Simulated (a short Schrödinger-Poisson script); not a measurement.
Stack: MOS inversion layer, SiO2 on p-type Si(100), at 300 K.

| layer | material | thickness (nm) | Na (cm⁻³) |
|---|---|---|---|
| 1 | SiO2 | 1 | - |
| 2 | Si | 630 | 4.6e17 |

Constants are typed, rounded textbook-type inputs, not results; the design itself was drawn at random and stands for no fabricated device. SiO2: permittivity 3.9, conduction-band edge (eV) 3.15, gap (eV) 9, electron mass (mₑ) 0.5. Si: permittivity 11.7, conduction-band edge (eV) 0, gap (eV) 1.124, Nv at 300 K (cm⁻³) 3.1e19.

Channel valleys (confinement mass, in-plane density-of-states mass, number): Δ2 0.916, 0.19, 2; Δ4 0.19, 0.417, 4. At the gate the conduction-band edge of layer 1 lies 3.16 eV − eVg above the Fermi level of the channel; the field vanishes at the back. Gaps are held at their typed values at every temperature. Mesh 0.03 nm at interfaces.

From a short Schrödinger-Poisson script (our own, NumPy): 1D Poisson equation in equilibrium, electrons classical, Fermi-Dirac, parabolic valleys, classical holes, full ionisation, no traps, pinning or gate leakage.

The same stack at other levels of the model or other numerical settings:

| run | sheet density of all electrons at Vg = 0.8 V (cm⁻²) | sheet density of all electrons at Vg = 0.2 V (cm⁻²) | capacitance at Vg = 0.8 V (μF/cm²) | centroid of the channel electrons at Vg = 0.8 V (nm) | rough cost against the base |
|---|---|---|---|---|---|
| base | 1.17e13 | 1.53e12 | 2.88 | 0.56 | about 1 |
| electrons treated as classical, Boltzmann | 1.27e13 | 1.60e12 | 3.19 | 0.36 | 0.2 |
| electrons treated as quantum, Hartree | 8.82e12 | 6.38e11 | 2.45 | 1.45 | 5 |
| mesh six times as coarse | 1.14e13 | 1.47e12 | 2.81 | 0.64 | 0.4 |

The classical rows ignore confinement, and Boltzmann statistics overrate the density once the band edge passes the Fermi level.
